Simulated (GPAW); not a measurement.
Worked example: relaxation of cell and atoms of KMgF₃ (Pm-3m, 5 atoms in the cell) in GPAW.

Method of the run: PBE, GPAW PAW datasets PBE (gpaw-data 1.0.1) (plane waves; GPAW).

```xyz
5
Lattice="3.9900 0.0000 0.0000 0.0000 3.9900 0.0000 0.0000 0.0000 3.9900" Properties=species:S:1:pos:R:3 pbc="T T T"
K      0.0000     0.0000     0.0000
Mg     1.9950     1.9950     1.9950
F      1.9950     0.0000     1.9950
F      0.0000     1.9950     1.9950
F      1.9950     1.9950     0.0000
```

Reference input (self-consistent single point, DFT PBE, plane waves, GPAW PAW datasets PBE (gpaw-data 1.0.1)): mode = pw; ecut = 950 eV; xc = PBE; kpts = 4 4 4; mesh shift (steps) = 0 0 0; occupations.name = fermi-dirac; occupations.width = 0.05 eV; nbands = -8; convergence.density = 1e-05 e/electron; convergence.bands = -6; symmetry.symmorphic = false; symmetry.tolerance = 0.0005. This run's input differs from it in these lines:

```diff
@@ -1,2 +1,4 @@
 from ase import Atoms
+from ase.filters import FrechetCellFilter
+from ase.optimize import LBFGS
 from ase.units import GPa
@@ -27,2 +29,10 @@
 
+target = FrechetCellFilter(atoms)
+
+opt = LBFGS(target, logfile='-')
+converged = opt.run(fmax=0.05, steps=40)
+print('Relaxation converged:', converged)
+print('Cell:', atoms.cell.cellpar().round(4))
+print(atoms.get_scaled_positions().round(5))
+
 energy = atoms.get_potential_energy()
```

Log, with long lists cut:

```
     iter     time        total  log10-change:
                         energy   eigst   dens
iter:   1 --:--:--   -26.022698   +0.35
iter:   2 --:--:--   -25.699794   -0.16  -1.24
iter:   3 --:--:--   -24.707906   -0.16  -1.29
iter:   4 --:--:--   -24.714480   -0.46  -1.52
iter:   5 --:--:--   -24.794638   -1.02  -1.62
iter:   6 --:--:--   -24.725070   -1.19  -2.03
iter:   7 --:--:--   -24.725865   -2.11  -2.58
iter:   8 --:--:--   -24.722561c  -2.97  -2.54
iter:   9 --:--:--   -24.722509c  -3.73  -2.83
iter:  10 --:--:--   -24.722472c  -4.33  -3.09
iter:  11 --:--:--   -24.722416c  -4.00  -3.14
iter:  12 --:--:--   -24.722608c  -4.27  -3.45
   [... 2 lines left out ...]
iter:  15 --:--:--   -24.722425c  -5.92  -4.51
iter:  16 --:--:--   -24.722425c  -6.17  -4.57
iter:  17 --:--:--   -24.722425c  -6.08  -4.49
iter:  18 --:--:--   -24.722424c  -6.85  -4.87
iter:  19 --:--:--   -24.722424c  -7.16  -5.35c
iter:  20 --:--:--   -24.722424c  -7.30  -5.38c
iter:  21 --:--:--   -24.722424c  -7.62c -5.35c
Converged after 21 iterations.

Dipole moment: (0.000000, 0.000000, 0.000000) |e|*Ang

Energy contributions relative to reference atoms: (reference = -29974.140463)

Kinetic:        +25.049958
Potential:      -21.873955
External:        +0.000000
XC:             -27.212908
Entropy (-ST):   -0.000000
Local:           -0.685519
SIC:             +0.000000
--------------------------
Free energy:    -24.722424
Extrapolated:   -24.722424

Showing only first 2 kpts
 Kpt  Band  Eigenvalues  Occupancy
  0    18      0.21678    2.00000
  0    19      0.21678    2.00000
  0    20      7.84392    0.00000
  0    21     10.60810    0.00000

  1    18      0.11308    2.00000
  1    19      0.11308    2.00000
  1    20      8.85720    0.00000
  1    21     11.09687    0.00000

Fermi level: 2.76727

Gap: 7.306 eV
Transition (v -> c):
   [... lines left out ...]
Direct gap: 7.627 eV
Occupation numbers: Fermi-Dirac:
Atomic positions and initial magnetic moments
Free energy:    -24.725201
Fermi level: 2.75025
Gap: 7.294 eV
Direct gap: 7.615 eV
Occupation numbers: Fermi-Dirac:
Atomic positions and initial magnetic moments
Free energy:    -24.753089
   [... lines left out ...]
  2 F     0.00000    0.00000    0.00000
  3 F     0.00000   -0.00000    0.00000
  4 F     0.00000   -0.00000    0.00000

LBFGS:    2 --:--:--      -24.753089        0.002850
Relaxation converged: True
Cell: [ 4.0303  4.0303  4.0303 90.     90.     90.    ]
[[0.  0.  0. ]
 [0.5 0.5 0.5]
 [0.5 0.  0.5]
 [0.  0.5 0.5]
 [0.5 0.5 0. ]]
Energy (eV): -24.753089
Stress (GPa, Voigt): [-0.0349 -0.0349 -0.0349  0.      0.      0.    ]
```

The run converged. GPAW prints stress with tension positive. 

Summary of the result:
| Property | Value |
|---|---|
| Free energy E − TS (from the program's reference atoms) | -24.7531 eV |
| Top of the valence band (on the code's own zero) | 0.33 eV |
| Gap on the k-point mesh | 7.08 eV |
| Final cell | a = 4.0303 Å, b = 4.0303 Å, c = 4.0303 Å, α = 90.00°, β = 90.00°, γ = 90.00° |
| Final volume per atom | 13.09 Å³ |
| Relaxation steps | 2 |

At such cutoffs GPAW's stress carries a finite-basis (Pulay) error, which enters relaxed cells too; its log prints stress with tension positive.

The starting cell has typed, rounded lattice constants, without a prior relaxation at this level. The relaxation keeps the symmetry of its start, so its end need not be a minimum.

Cost on one core of a shared machine: roughly 60 s.
